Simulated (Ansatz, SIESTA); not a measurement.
# Mo4C3 (P1, 7 atoms in the cell) computed with different codes at matched settings

Self-consistent single point, at a second geometry (atoms moved at random). First geometry:

```
CELL_PARAMETERS angstrom
      1.54849     0.89402     9.71446
     -1.54849     0.89402     9.71446
      0.00000    -1.78804     9.71446
ATOMIC_POSITIONS crystal
  Mo 0.87823 0.87823 0.87823
  Mo 0.12177 0.12177 0.12177
  Mo 0.37539 0.37539 0.37539
  Mo 0.62461 0.62461 0.62461
  C  0.25602 0.25602 0.25602
  C  0.74398 0.74398 0.74398
  C  0.50000 0.50000 0.50000
```

Second geometry:
```yaml
crystal:
  lattice:
    - [1.54849, 0.89402, 9.71446]
    - [-1.54849, 0.89402, 9.71446]
    - [0.00000, -1.78804, 9.71446]
  atoms:
    - { symbol: Mo, position: [0.87383, 0.86878, 0.89145] }
    - { symbol: Mo, position: [0.11424, 0.15591, 0.10139] }
    - { symbol: Mo, position: [0.35792, 0.36819, 0.39366] }
    - { symbol: Mo, position: [0.64118, 0.61242, 0.62056] }
    - { symbol: C, position: [0.24010, 0.25545, 0.27647] }
    - { symbol: C, position: [0.75694, 0.74698, 0.73101] }
    - { symbol: C, position: [0.51578, 0.49226, 0.48546] }
```

Shared settings, as Ansatz (a first-principles code) writes them: kpoints.mp_grid.grid = 6 6 6; scf.occupations.method = gaussian; scf.occupations.width = 0.272 eV. Potentials and cutoffs stand in the table.

| code | model | ΔF from the first geometry (meV/atom) | pressure (GPa) | largest force (eV/Å) | cutoff |
|---|---|---|---|---|---|
| Ansatz | PBEsol, PAW files made with PBE | 34.8 | -9.51 | 1.567 | default |
| SIESTA | GGA PBEsol, numerical atomic orbitals DZP, PseudoDojo PBEsol standard norm-conserving potentials (rewritten from UPF to PSML) | 33.0 | -5.62 | 1.653 | grid 300 Ry |

Size of the force on each atom (eV/Å): Sizes of forces hide their directions.

| code | Mo1 | Mo2 | Mo3 | Mo4 | C5 | C6 | C7 |
|---|---|---|---|---|---|---|---|
| Ansatz | 0.171 | 1.151 | 0.968 | 1.152 | 1.567 | 0.748 | 1.392 |
| SIESTA | 0.234 | 1.180 | 0.810 | 1.413 | 1.653 | 0.829 | 1.479 |

On Ansatz's run: spin polarisation is off.

The spread over the programs that give each value: ΔF from the first geometry within 1.8 meV/atom; pressure within 3.89 GPa; largest force within 0.086 eV/Å.

SIESTA uses small atom-centred bases, whose incompleteness enters pressures, forces and empty levels differently from a plane-wave cutoff. Ansatz's pressure is given at a fixed set of plane waves, as the other plane-wave codes print theirs; with its correction for the finite basis it is -9.38 GPa.

The shared mesh is coarse (it stands for a supercell whose shortest vector is 19 Å), so the values are not converged in it.

The starting cell comes from a database of computed structures (which also holds hypothetical and non-ambient phases and stackings), without a prior relaxation at this level. For this run, on top of that: atoms moved at random.

Keys are those of Ansatz 0.2.
